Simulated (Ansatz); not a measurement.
## ZrC in the rock salt structure (space group Fm-3m, No. 225)

```cif
data_CZr
_chemical_formula_sum 'C1 Zr1'
_space_group_name_H-M_alt 'P 1'
_space_group_IT_number 1
_cell_length_a 3.32958
_cell_length_b 3.32958
_cell_length_c 3.32958
_cell_angle_alpha 60.000
_cell_angle_beta 60.000
_cell_angle_gamma 60.000
loop_
_space_group_symop_operation_xyz
  'x, y, z'
loop_
_atom_site_label
_atom_site_type_symbol
_atom_site_fract_x
_atom_site_fract_y
_atom_site_fract_z
_atom_site_occupancy
C1 C 0.00000 0.00000 0.00000 1
Zr1 Zr 0.50000 0.50000 0.50000 1
```

The values are results of PBE (Ansatz, an electronic-structure program), no SOC, not measurements. k-mesh 17×17×17 (Γ-centred); smearing 0.05 eV (Fermi–Dirac).

```json
{
 "volume_per_atom": "13.05 Å³",
 "density": "6.57 g/cm³",
 "band_gap": "zero",
 "total_energy": "-2218.248 eV/atom (σ→0; compares only within this code and set-up)"
}
```

Whether these cells are dynamically stable was not tested. The final runs are not spin-polarised.
